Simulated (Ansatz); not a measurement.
Consider the following.

```xyz
6
Lattice="4.3145 0.0000 0.0000 0.0000 4.3145 0.0000 0.0000 0.0000 21.1016" Properties=species:S:1:pos:R:3 pbc="T T T"
Se     1.0786    -1.0786     7.5578
Pb     3.2359     1.0786     7.6227
Se     3.2359    -3.2359    10.5508
Pb     5.3931    -1.0786    10.5508
Se     5.3931    -5.3931    13.5438
Pb     7.5503    -3.2359    13.4789
```

No spin polarisation.

Computed with PBEsol (Ansatz, a first-principles code, PAW, scalar-relativistic without spin-orbit coupling). Γ-centred 8×8×1 mesh, Fermi–Dirac width 0.05 eV. The cell is a slab with vacuum along z.

Predict the gap character, band gap and layer's space group.


- Gap character = direct at X
- Band gap = 0.68 eV
- Layer's space group (with vacuum) = P4/mmm (No. 123)

Spin-orbit coupling, missing from the scalar runs, can matter with Pb. Stability against distortions was not tested. The cell was made from PbSe in the rock salt structure (space group Fm-3m, No. 225) by this change: a free-standing slab of 3 layers (6 atoms, 2 a layer) is cut normal to the z axis, with 15 Å of vacuum and the in-plane cell held at bulk.
